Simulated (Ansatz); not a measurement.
The reference is Pt in the fcc (Cu type) structure (space group Fm-3m, No. 225; a = 3.942 Å; relaxed with 0.1 eV smearing). Axes: x, y, z lie along the cube axes.

Structures relaxed with r2SCAN/PAW in Ansatz (a quantum-chemistry and plane-wave program), spin-orbit coupling left out.

Base:

Simulated powder pattern, Cu Kα, λ = 1.54184 Å (kinematic, ideal powder, no thermal factors, no anomalous dispersion; the 8 strongest lines at most, above 2 %, up to 2θ = 90°):

| 2θ (°) | I/Imax (%) | hkl |
|---|---|---|
| 39.60 | 100 | (111) |
| 46.05 | 49 | (200) |
| 67.17 | 33 | (220) |
| 80.88 | 40 | (311) |
| 85.30 | 12 | (222) |

Now apply this change: biaxial strain +1.25 %, plane normal [111], relaxed out of plane (Cartesian); in-plane vectors clamped, the third vector and the atoms free.

Q: How do the reflections move or split?

A: 
Simulated powder pattern, Cu Kα, λ = 1.54184 Å (kinematic, ideal powder, no thermal factors, no anomalous dispersion; the 8 strongest lines at most, above 2 %, up to 2θ = 90°):

| 2θ (°) | I/Imax (%) | hkl |
|---|---|---|
| 39.22 | 100 | (1 1 -1) |
| 40.22 | 31 | (111) |
| 45.90 | 64 | (200) |
| 66.23 | 22 | (2 0 -2) |
| 67.62 | 21 | (220) |
| 79.76 | 13 | (1 1 -3) |
| 80.41 | 26 | (3 1 -1) |
| 81.70 | 13 | (311) |

The indices refer to the base's conventional cell; one index is shown for lines that coincide. The space group is now R-3m (No. 166).

Whether these cells are dynamically stable was not tested. All final runs are without spin polarisation.
